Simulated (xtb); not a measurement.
xtb 6.7.1, GFN1-xTB: In(acac)(amdMe)2 (CN=C(C)[N](C)[In]([O]C(C)=CC(C)=O)[N](C)C(C)=NC), 45 atoms. The geometry is a generated start, not checked to be a minimum at this level.

```json
{
  "method": "GFN1-xTB",
  "--acc": "1 (default)",
  "--etemp (K)": "300 (default)",
  "detailed input (--input)": "none: ANC optimiser, Lindh (1995) Hessian, microcycle=20, maxdispl=1.0, hlow=0.01 (default)",
  "basis_functions": "136",
  "valence_electrons": "112"
}
```

The structure is relaxed from this start with --opt LEVEL for the levels crude, sloppy, loose, lax, normal, tight, vtight, extreme, once each. Up to the end of the extreme run atoms move by at most 1.1 Å along an axis.

**Question.** Which level is enough to come within 5 meV of the tightest end point?

**Answer.** normal: 48 cycles against 89, ending 2.6 meV above.

```csv
level,cycles,energy above the extreme run (meV),gradient norm (eV/Å)
crude,4,39,0.47
sloppy,7,26,0.066
loose,7,26,0.066
lax,22,12,0.029
normal,48,2.6,0.038
tight,64,0.42,0.0094
vtight,89,under 0.01,0.0015
extreme,89,—,0.0015
```
